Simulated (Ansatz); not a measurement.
Base system: Cs2AgBiBr6 (space group Fm-3m, No. 225; a = 11.1873 Å). Axes: x, y, z lie along the cube axes.

Method: Ansatz (a first-principles code), PBEsol, PAW, cutoff 420 eV, no spin-orbit coupling.

Strains are applied to the cell and any free atomic positions relax; under biaxial strain the out-of-plane vector relaxes too.

One change was made to it. Results:

The energy increases by 3.0 meV/atom; the smallest direct gap drops by 0.02 eV (2.23 eV → 2.21 eV).

**Question.** What was done to the base?
(A) tensor shear ε_yz = −0.22 %
(B) biaxial strain −2.05 %, plane normal [111], relaxed out of plane
(C) isotropic strain +4.08 %
(D) uniaxial strain ε_xx = −0.63 %

**Answer.** B, biaxial strain −2.05 %, plane normal [111], relaxed out of plane. For comparison, the energy relative to the base in the other runs: uniaxial strain ε_xx = −0.63 % gives +0.2 meV/atom; isotropic strain +4.08 % gives +36 meV/atom; tensor shear ε_yz = −0.22 % gives 0.0 meV/atom.

Spin-orbit coupling, missing from the scalar runs, can matter with Bi. Semilocal Kohn–Sham gaps tend to fall short of experiment. Stability against distortions was not tested.
